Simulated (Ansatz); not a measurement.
The starting structures come from a database of crystals and need not be the phases stable at ambient conditions.

## Evanescent states of AlAs (P6_3mc, wurtzite, 4 atoms a cell, 22.8 Å³ an atom) along the normal of (001)

All values below come from PBEsol (plane waves, PAW; Ansatz, a first-principles code).

The gap is the functional's own, uncorrected, and κ follows it; spin-orbit coupling is left out. Mid-gap means the computed energy nearest the middle.

Energies count from the valence-band top; κ is the least over a 12×12 mesh across the current.

```json
[
 {"E (eV)": "0.04", "κ (1/Å)": "0.059", "where": "Γ"},
 {"E (eV)": "0.14", "κ (1/Å)": "0.072", "where": "Γ"},
 {"E (eV)": "0.23", "κ (1/Å)": "0.081", "where": "Γ"},
 {"E (eV)": "0.32", "κ (1/Å)": "0.089", "where": "Γ"},
 {"E (eV)": "0.41", "κ (1/Å)": "…", "where": "Γ"},
 {"E (eV)": "0.49", "κ (1/Å)": "…", "where": "Γ"},
 {"E (eV)": "0.58", "κ (1/Å)": "…", "where": "Γ"},
 {"E (eV)": "0.68", "κ (1/Å)": "…", "where": "Γ"},
 {"E (eV)": "0.77", "κ (1/Å)": "…", "where": "Γ"},
 {"E (eV)": "0.85", "κ (1/Å)": "…", "where": "Γ"},
 {"E (eV)": "0.94", "κ (1/Å)": "…", "where": "Γ"},
 {"E (eV)": "1.03", "κ (1/Å)": "…", "where": "Γ"},
 {"E (eV)": "1.12", "κ (1/Å)": "…", "where": "Γ"},
 {"E (eV)": "1.22", "κ (1/Å)": "…", "where": "Γ"},
 {"E (eV)": "1.30", "κ (1/Å)": "0.101", "where": "Γ"},
 {"E (eV)": "1.40", "κ (1/Å)": "0.097", "where": "Γ"},
 {"E (eV)": "1.49", "κ (1/Å)": "0.080", "where": "off Γ"},
 {"E (eV)": "1.57", "κ (1/Å)": "0.048", "where": "off Γ"}
]
```

Problem. Some entries are withheld; supply them.

Solution. 
- 0.41, κ (1/Å): 0.095
- 0.49, κ (1/Å): 0.099
- 0.58, κ (1/Å): 0.103
- 0.68, κ (1/Å): 0.106
- 0.77, κ (1/Å): 0.108
- 0.85, κ (1/Å): 0.109
- 0.94, κ (1/Å): 0.109
- 1.03, κ (1/Å): 0.108
- 1.12, κ (1/Å): 0.107
- 1.22, κ (1/Å): 0.104
